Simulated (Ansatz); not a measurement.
System: Al2Cu (I4/mcm, No. 140, 6 atoms in the cell; start mp-998). Method: PBEsol (Ansatz, a program for electronic structure, plane waves, PAW).

Numerical settings: plane-wave cutoff 520 eV, 14×14×14 k mesh, Fermi–Dirac smearing 0.05 eV, no spin polarisation, scalar-relativistic PAW data made under PBE.

Cell (relaxed at this level):

```
Al2Cu
1.0
   -2.99955     2.99955     2.40976
    2.99955    -2.99955     2.40976
    2.99955     2.99955    -2.40976
Al Cu
4 2
Direct
  0.84094   0.65906   0.50000
  0.15906   0.34094   0.50000
  0.65906   0.15906   0.81812
  0.34094   0.84094   0.18188
  0.25000   0.25000   0.00000
  0.75000   0.75000   0.00000
```

Problem. Estimate the bulk modulus B0 that the calculation returns.

Solution. 
- bulk modulus B0 = 109 GPa

The run finds no gap.

Note: the bulk modulus is −V dP/dV from two relaxed cells at ±2 % in volume; the relaxation could not lower the start's symmetry, so the cell can be a saddle point above a distorted one.

Computing time: about 100 core-seconds (a rough figure).

A start named mp-… is a Materials Project structure, which need not be a measured phase.
